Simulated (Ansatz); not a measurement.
Consider GaAs in the zinc blende structure (space group F-43m, No. 216; a = 5.603 Å). Axes: x, y, z lie along the cube axes.

Level of theory: DFT with LDA, PAW potentials and a 420 eV plane-wave cutoff in Ansatz (a program for electronic structure), without spin-orbit coupling.

For the base:

```
Item                 Value
-------------  -----------
Gap character  direct at Γ
```

It is then changed as follows: uniaxial strain ε_zz = +1.50 %, all other strain components held at zero; the atoms relax in the strained cell.

Predict the new stress.

The stress (xx, yy, zz, yz, xz, xy; compression positive) comes out as (-0.74, -0.74, -1.71, 0.00, 0.00, 0.00) GPa.

Estimate the effect on the gap character.

The gap character is still direct at Γ.

Estimate the effect on the energy relative to the base.

The energy goes up by 1.8 meV/atom.

Stability against distortions was not tested. Labels are those of the standard path for the cell's own space group.
